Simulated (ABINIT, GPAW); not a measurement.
A GPAW input for a self-consistent single point of MgGeP₂ (P-4m2, 4 atoms in the cell) (DFT LDA (Perdew-Wang 92), plane waves, GPAW PAW datasets LDA (gpaw-data 1.0.1)):

```python
from ase import Atoms
from ase.units import GPa
from gpaw import GPAW, PW, FermiDirac

atoms = Atoms(['Mg', 'Ge', 'P', 'P'],
              cell=[[3.852620, 0.000000, 0.000000],
                    [0.000000, 3.852620, 0.000000],
                    [0.000000, 0.000000, 5.907060]],
              scaled_positions=[[0.000000, 0.000000, 0.000000],
                                [0.500000, 0.500000, 0.500000],
                                [0.000000, 0.500000, 0.269210],
                                [0.500000, 0.000000, 0.730790]],
              pbc=True)

calc = GPAW(mode=PW(800),
            xc='LDA',
            kpts={'size': (6, 6, 4), 'gamma': True},
            occupations=FermiDirac(0.05),
            nbands=-8,
            symmetry={'symmorphic': False, 'tolerance': 0.0005},
            maxiter=120,
            txt='-')

atoms.calc = calc

energy = atoms.get_potential_energy()
print('Energy (eV):', round(energy, 6))
forces = atoms.get_forces()
print('Forces (eV/Ang):')
print(forces.round(5))
stress = atoms.get_stress()
print('Stress (GPa, Voigt):', (stress / GPa).round(4))
```

Problem. Translate this input to ABINIT.

Solution. One input that does it (others would too):

```
# MgGeP2, PseudoDojo nc-sr-04 LDA standard
pp_dirpath "./"
pseudos "Mg.upf, Ge.upf, P.upf"
acell 3*1.0 Angstrom
rprim
         3.8526200000    0.0000000000    0.0000000000
         0.0000000000    3.8526200000    0.0000000000
         0.0000000000    0.0000000000    5.9070600000
natom 4
ntypat 3
znucl 12 32 15
typat 1 2 3 3
xcart
         0.0000000000    0.0000000000    0.0000000000
         3.6401983311    3.6401983311    5.5813628009
         0.0000000000    3.6401983311    3.0051173592
         3.6401983311    0.0000000000    8.1576082425
ecut 84 Ry
occopt 3
tsmear 0.00183747
nband 23
kptopt 1
ngkpt 6 6 4
nshiftk 1
shiftk 0 0 0
nstep 60
tolvrs 1.0e-10
prtwf 0
prtden 0
enunit 1
```

Basis settings and potentials, where a program has them, do not carry over. This input uses DFT, LDA (PW92), plane waves, norm-conserving pseudopotentials (PseudoDojo nc-sr-04 LDA standard). LDA parametrisations can differ slightly between programs.

The starting cell comes from a database of computed structures (which also holds hypothetical and non-ambient phases and stackings), without a prior relaxation at this level.
